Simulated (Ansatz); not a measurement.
We consider B20 (FeSi-type) MnSi, described by r²SCAN (PAW; Ansatz, a quantum-chemistry and plane-wave program).

Numerical settings: plane-wave cutoff 560 eV, 12×12×12 k mesh, Fermi–Dirac smearing 0.05 eV, spin-polarised with parallel moments, scalar-relativistic PAW data made under PBE.

Cell (relaxed at this level):

```xyz
8
Lattice="4.5566 0.0000 0.0000 0.0000 4.5566 0.0000 0.0000 0.0000 4.5566" Properties=species:S:1:pos:R:3 pbc="T T T"
Mn     3.9228     2.9122     1.6445
Mn     1.6445     3.9228     2.9122
Mn     0.6339     0.6339     0.6339
Mn     2.9122     1.6445     3.9228
Si     0.7050     1.5733     2.9833
Si     2.9833     0.7050     1.5733
Si     3.8516     3.8516     3.8516
Si     1.5733     2.9833     0.7050
```
Starting moments (μB, in the order of the record's atoms Mn Mn Mn Mn Si Si Si Si): 1.2 1.2 1.2 1.2 0.0 0.0 0.0 0.0.

What does this level give for the bulk modulus and magnetic moment (largest site, within a sphere)?


- bulk modulus: 185 GPa
- magnetic moment (largest site, within a sphere): 2.19 μB

The run finds no gap.

Measured, for comparison: bulk modulus 167 GPa (room temperature, not corrected to a static lattice; as tabulated in Study of the compressibility of FeSi, MnSi, and CoS2 (JETP Letters), abstract). Computed (rounded) less measured: bulk modulus +11 %.

Note: the collinear magnetic order is the start's and need not be the measured one; the bulk modulus comes from volumes at which shape and atoms were relaxed.

Moments are spin moments.

Static lattice: no zero-point or thermal effects.
